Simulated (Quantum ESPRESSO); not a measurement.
A self-consistent single point of Zr3N2 (R-3c, 10 atoms in the cell) with Quantum ESPRESSO.

Level of theory: PBEsol, GBRV 1.5 ultrasoft (PBESOL) pseudopotentials (plane waves; Quantum ESPRESSO 7.5).

```
CELL_PARAMETERS angstrom
      2.82512     1.63109     5.23597
     -2.82512     1.63109     5.23597
      0.00000    -3.26217     5.23597
ATOMIC_POSITIONS crystal
  Zr 0.42480 0.07520 0.75000
  Zr 0.57520 0.92480 0.25000
  Zr 0.75000 0.42480 0.07520
  Zr 0.25000 0.57520 0.92480
  Zr 0.07520 0.75000 0.42480
  Zr 0.92480 0.25000 0.57520
  N  0.33852 0.33852 0.33852
  N  0.66148 0.66148 0.66148
  N  0.16148 0.16148 0.16148
  N  0.83852 0.83852 0.83852
```

Reference input (self-consistent single point, DFT, PBEsol, plane waves, GBRV 1.5 ultrasoft (PBESOL) pseudopotentials): ecutwfc = 40 Ry; ecutrho = 320 Ry; occupations = smearing; smearing = fd; degauss = 0.0036749 Ry; potentials = {Zr: zr_pbesol_v1.uspp.F.UPF, N: n_pbesol_v1.2.uspp.F.UPF}; K_POINTS = automatic 4 4 4 0 0 0; conv_thr = 1e-10 Ry; mixing_beta = 0.4. This run's input differs from it in these lines:

```diff
@@ -15,4 +15,4 @@
     occupations = 'smearing',
-    smearing = 'fd',
-    degauss = 0.0036749,
+    smearing = 'gauss',
+    degauss = 0.02205,
 /
```

Output (repeated stretches shortened):

```
     Self-consistent Calculation

     iteration #  1     ecut=    40.00 Ry     beta= 0.40

     negative rho (up, down):  3.670E-01 0.000E+00

     total energy              =    -675.54677349 Ry
     estimated scf accuracy    <       2.38083272 Ry

     iteration #  2     ecut=    40.00 Ry     beta= 0.40

     negative rho (up, down):  3.697E-01 0.000E+00

     total energy              =    -676.23412034 Ry
     estimated scf accuracy    <       0.64741902 Ry

     iteration #  3     ecut=    40.00 Ry     beta= 0.40

     negative rho (up, down):  3.734E-01 0.000E+00

     total energy              =    -676.31714125 Ry
     estimated scf accuracy    <       0.02454933 Ry

   [... 9 blocks of this kind left out ...]

     iteration # 13     ecut=    40.00 Ry     beta= 0.40

     negative rho (up, down):  3.759E-01 0.000E+00

     total energy              =    -676.32588843 Ry
     estimated scf accuracy    <          3.0E-10 Ry

     iteration # 14     ecut=    40.00 Ry     beta= 0.40

     negative rho (up, down):  3.759E-01 0.000E+00
     End of self-consistent calculation

     the Fermi energy is    15.6359 ev

!    total energy              =    -676.32588843 Ry
     estimated scf accuracy    <          3.8E-11 Ry
     smearing contrib. (-TS)   =      -0.01470125 Ry
     internal energy E=F+TS    =    -676.31118717 Ry

     convergence has been achieved in  14 iterations

     negative rho (up, down):  3.759E-01 0.000E+00

     Forces acting on atoms (cartesian axes, Ry/au):

     atom    1 type  1   force =     0.00378846    0.00000000    0.00000000
     atom    2 type  1   force =    -0.00378846    0.00000000    0.00000000
     atom    3 type  1   force =    -0.00189423    0.00328091    0.00000000
     atom    4 type  1   force =     0.00189423   -0.00328091    0.00000000
     atom    5 type  1   force =    -0.00189423   -0.00328091    0.00000000
   [... lines left out ...]
     Total force =     0.009948     Total SCF correction =     0.000004
   [... lines left out ...]

     negative rho (up, down):  3.759E-01 0.000E+00
          total   stress  (Ry/bohr**3)                   (kbar)     P=      -53.85
  -0.00036836   0.00000000   0.00000000          -54.19        0.00        0.00
   0.00000000  -0.00036836  -0.00000000            0.00      -54.19       -0.00
   0.00000000  -0.00000000  -0.00036139            0.00       -0.00      -53.16

   JOB DONE.
```

The run converged in 14 iterations. Against the reference run the free energy drops by 7.4 meV/atom, the pressure hardly changes (-5.46 to -5.38 GPa) and the largest force goes from 0.112 to 0.097 eV/Å.

The starting cell comes from a database of computed structures (which also holds hypothetical and non-ambient phases and stackings), without a prior relaxation at this level. With a pressure of about -5 GPa the cell is away from its equilibrium volume at this level.

Cost on one core of a shared machine: roughly 2 min.
